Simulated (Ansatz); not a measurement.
SnSe2 under a change: pressure 7.5 GPa

Take SnSe$_{2}$ in the CdI2 type structure (space group P-3m1, No. 164; a = 3.8402 Å, c = 6.0066 Å; layered, stacked along the Cartesian z axis) as the base.

Modification: cell and atoms relaxed at a pressure of 7.5 GPa.

Computed with Kohn–Sham DFT with the PBE-D3(BJ) functional, run in Ansatz (a program for electronic structure) with PAW and 420 eV plane waves, without spin-orbit coupling. k-mesh 10×10×6 (Γ-centred); smearing 0.05 eV (Fermi–Dirac).

| quantity | base | changed | shift |
|---|---|---|---|
| volume per atom | 25.57 Å³ | 22.11 Å³ | -3.46 Å³ |
| density | 5.99 g/cm³ | 6.93 g/cm³ | +0.94 g/cm³ |
| lattice parameter a | 3.840 Å | 3.757 Å | -0.083 Å |
| c/a ratio | 1.564 | 1.444 | -0.120 |
| band gap | 0.36 eV | zero | – |

Final structure:

```xyz
3
Lattice="3.7567 0.0000 0.0000 -1.8783 3.2534 0.0000 0.0000 0.0000 5.4260" Properties=species:S:1:pos:R:3 pbc="T T T"
Sn     0.0000     0.0000     0.0000
Se     0.0000     2.1689     1.5878
Se     1.8783     1.0845     3.8382
```

Cost of the whole job for the changed cell (relaxation, final SCF and bands): around 30 core-seconds (rough).

A case with no gap was solved on a k-mesh chosen for an insulator, which is coarse for it. Load acts through the strain it causes; cell and atoms are relaxed under it. No phonon test of stability was made. Competing high-pressure phases were not computed. All final runs are without spin polarisation. A zero or small gap of SnSe2 under pressure 7.5 GPa can be the functional's error rather than a property of the material.
